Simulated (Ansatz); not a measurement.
What isotropic strain −4.33 % does to MgS

Start from MgS in the rock salt structure (space group Fm-3m, No. 225; a = 5.203 Å).

The change: the cell is scaled by 0.9567 in all directions; the atoms relax in the strained cell.

The values are results of r2SCAN, PAW, 500 eV (Ansatz, an electronic-structure program; spin-orbit coupling left out), not measurements. Γ-centred 11×11×11 mesh, Fermi–Dirac width 0.05 eV.

The volume per atom falls by 2.19 Å³ (17.61 Å³ → 15.42 Å³) and the shortest interatomic distance decreases by 0.213 bohr, from 4.916 bohr to 4.703 bohr. The energy increases by 85 meV/atom and the pressure goes from zero to 13.84 GPa. The band gap grows by 0.27 eV, from 3.46 eV to 3.73 eV and the gap character remains indirect, Γ → X. The smallest direct gap increases by 1.14 eV (4.64 eV → 5.78 eV) and the electron mass goes from 0.53 mₑ along k, 0.31 mₑ across (at X) to 0.54 mₑ along k, 0.30 mₑ across (at X).

Final structure:

```yaml
crystal:
  lattice:
    - [0.00000, 2.48892, 2.48892]
    - [2.48892, 0.00000, 2.48892]
    - [2.48892, 2.48892, 0.00000]
  atoms:
    - { symbol: S, position: [0.00000, 0.00000, 0.00000] }
    - { symbol: Mg, position: [0.50000, 0.50000, 0.50000] }
```

Effective masses come from finite differences of ±0.01 Å⁻¹. Along k means along the line from Γ to the band edge. No phonon test of stability was made.
